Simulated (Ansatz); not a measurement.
Given:

```yaml
crystal:
  lattice:
    - [2.44059, 1.40908, 4.43583]
    - [-2.44059, 1.40908, 4.43583]
    - [0.00000, -2.81815, 4.43583]
  atoms:
    - { symbol: Al, position: [0.64779, 0.64779, 0.64779] }
    - { symbol: Al, position: [0.14779, 0.14779, 0.14779] }
    - { symbol: Al, position: [0.35221, 0.35221, 0.35221] }
    - { symbol: Al, position: [0.85221, 0.85221, 0.85221] }
    - { symbol: O, position: [0.75000, 0.44491, 0.05509] }
    - { symbol: O, position: [0.05509, 0.75000, 0.44491] }
    - { symbol: O, position: [0.25000, 0.55509, 0.94491] }
    - { symbol: O, position: [0.55509, 0.94491, 0.25000] }
    - { symbol: O, position: [0.94491, 0.25000, 0.55509] }
    - { symbol: O, position: [0.44491, 0.05509, 0.75000] }
```

No spin polarisation.

The values are results of plane-wave PAW DFT at the PBEsol level (Ansatz, an electronic-structure program, 420 eV), no SOC, not measurements. Γ-centred 8×8×8 mesh, Fermi–Dirac width 0.05 eV.

Task: Predict the smallest direct gap, pressure and band gap.

Result: The smallest direct gap is 5.24 eV and the pressure (mean of the normal stresses, compression positive) comes out as -14.14 GPa. The band gap is 5.22 eV.

The cells carry an imposed strain or load. Whether these cells are dynamically stable was not tested. The cell was made from Al₂O₃ in the corundum structure (space group R-3c, No. 167) by this change: isotropic strain +2.25 %.
